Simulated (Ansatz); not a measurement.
**Effective masses and thermopower of monolayer SnO**

```xyz
4
Lattice="3.8488 0.0000 0.0000 0.0000 3.8488 0.0000 0.0000 0.0000 18.2254" Properties=species:S:1:pos:R:3 pbc="T T T"
Sn     1.9244     0.0000    10.2879
Sn     0.0000     1.9244     7.9375
O      0.0000     0.0000     9.1127
O      1.9244     1.9244     9.1127
```

Method: PBE, rigid bands (plane waves, PAW, scalar-relativistic; Ansatz, a first-principles code). How the cell was made: cell and atoms relaxed with PBE.

band gap: 3.03 eV
electron conductivity mass (300 K, dilute): 0.93 mₑ
hole conductivity mass (300 K, dilute): 6.9 mₑ
effective density of states N_c (300 K): 5.0e13 cm⁻²
effective density of states N_v (300 K): 2.9e14 cm⁻²
Seebeck coefficient, n-type 1.8e12 cm⁻², 300 K: -463 μV/K
Seebeck coefficient, p-type 1.8e12 cm⁻², 300 K: 584 μV/K

Rigid bands; masses and Seebeck coefficients take one relaxation time τ for all states and one kind of carrier; polarons and phonon drag are left out. Spin-orbit coupling is left out; where it splits the top of the valence band, N_v and the p-type Seebeck coefficient come out somewhat high without it.
